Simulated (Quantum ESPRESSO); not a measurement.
**How a calculation on TaSiAs (P4/nmm, 6 atoms in the cell) responds to its settings**

Space group P4/nmm, origin choice 1 (No. 129); a = b = 3.4990 Å, c = 7.8570 Å, α = β = γ = 90.00°

```
atom  site  symmetry       x       y       z
----  ----  --------  ------  ------  ------
Si      2a      -4m2  0.0000  0.0000  0.0000
As      2c       4mm  0.0000  0.5000  0.3910
Ta      2c       4mm  0.5000  0.0000  0.2560
```

Base run A: PBEsol, GBRV 1.5 ultrasoft (PBESOL) pseudopotentials in Quantum ESPRESSO 7.5, self-consistent single point.

Its settings: ecutwfc = 40 Ry; ecutrho = 320 Ry; occupations = smearing; smearing = cold; degauss = 0.0147 Ry; potentials = {Si: si_pbesol_v1.uspp.F.UPF, As: as_pbesol_v1.uspp.F.UPF, Ta: ta_pbesol_v1.uspp.F.UPF}; K_POINTS = automatic 6 6 3 0 0 0; conv_thr = 1e-10 Ry; mixing_beta = 0.5.

The starting cell comes from a database of published, mostly measured structures (it also holds non-ambient and calculated ones), without a prior relaxation at this level. Spin polarisation is off.

ΔF is the free energy per atom less that of run A. 

| run | mixing_ndim | ΔF (meV/atom) | pressure (GPa) | largest force (eV/Å) | iterations |
|---|---|---|---|---|---|
| A | default | 0.00 | -2.88 | 0.220 | 14 |
| B | 2 | 0.00 | -2.88 | 0.220 | 17 |
| C | 4 | 0.00 | -2.88 | 0.220 | 14 |
| D | 6 | 0.00 | -2.88 | 0.220 | 14 |
| E | 12 | 0.00 | -2.88 | 0.220 | 13 |
| F | 16 | 0.00 | -2.88 | 0.220 | 13 |
| G | 20 | 0.00 | -2.88 | 0.220 | 13 |

Runs B, C, D, E, F, G ended on the same solution as A (within 1 meV/atom). The fewest iterations to that state were 13 (E, F, G); the most were 17.
